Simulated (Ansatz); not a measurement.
# Al: energy against volume

Al (fcc, Fm-3m, 16.500 Å³/atom and stress up to 0.01 GPa in the relaxed cell, cube axes along x, y and z) under an equal strain ε along all three axes. PBE in Ansatz, a plane-wave DFT program (PAW, default set), 420 eV, 28×28×28 Γ-centred mesh, Fermi-Dirac smearing 0.10 eV.

Here V stands for volume and E for E less E0.

| volume (Å³/atom) | E less E0 (meV/atom) | pressure (GPa) |
|---|---|---|
| 15.0592 | ? | ? |
| 15.5297 | 15.10 | 5.39 |
| 15.7686 | 8.28 | 3.90 |
| 16.0100 | 3.55 | 2.50 |
| 16.2538 | 0.83 | 1.20 |
| 16.5001 | 0.00 | 0.00 |
| 16.7488 | 0.97 | -1.13 |
| 17.0000 | 3.64 | -2.16 |
| 17.2538 | 7.92 | -3.12 |
| 17.5100 | 13.72 | -4.01 |

Question: Using the third-order Birch-Murnaghan form, a cubic in V^(-2/3), estimate the missing E at V = 15.0592 from the other rows, showing the fit.

Answer: With u = V^(-2/3) - 0.154, the rows have u = 0.006654, 0.005027, 0.003425, 0.001846, 0.000292, -0.001240, -0.002748, -0.004235, -0.005700. Least squares gives E = 0.051 - 275.9·u + 376542·u² + 732835·u³. Residuals (row less fit): -0.003, 0.007, -0.003, 0.001, -0.003, -0.001, 0.003, 0.003, -0.002; standard error 0.004 (degrees of freedom: 5). Its minimum lies at u = 0.000366, so V0 = (0.154366)^(-3/2) = 16.49. There d²E/du² = 754700 and d³E/du³ = 4397000, so B0 = (4/9) × 16.49^(-7/3) × 754700 × 0.160218 = 77.7 GPa (the last factor turns the table's units into GPa), and B0' = 4 + (2/3) × 0.154366 × (4397000)/754700 = 4.6. B0' rests on the cubic coefficient alone and has a standard error of 0.1 from these residuals. At the withheld row, u = 0.009983, so E = 0.051 - 275.9 × 0.009983 + 376542 × 0.009983² + 732835 × 0.009983³ = 35.552 meV/atom. The calculation gives 35.50 meV/atom, 0.052 meV/atom below the prediction (0.1 % of the range of E in the table). The row lies outside the fitted rows, so this is an extrapolation. The scatter of the fitted rows lies at the last printed digit.

In a metal these values are sensitive to mesh and smearing; energies are taken to zero smearing, stresses follow the free energy. Other structures, which can take over under pressure, weren't tried. The same form fitted to the pressure column gives B0' = 4.6; series where the two differ by over 0.4 aren't shown. Rows are the converged runs of the series near zero and its far end, less any whose ions stayed unrelaxed beside relaxed ones; series whose fitted rows scatter by over a few per cent of the range, as at a crossing or softening among them, aren't shown in this form.
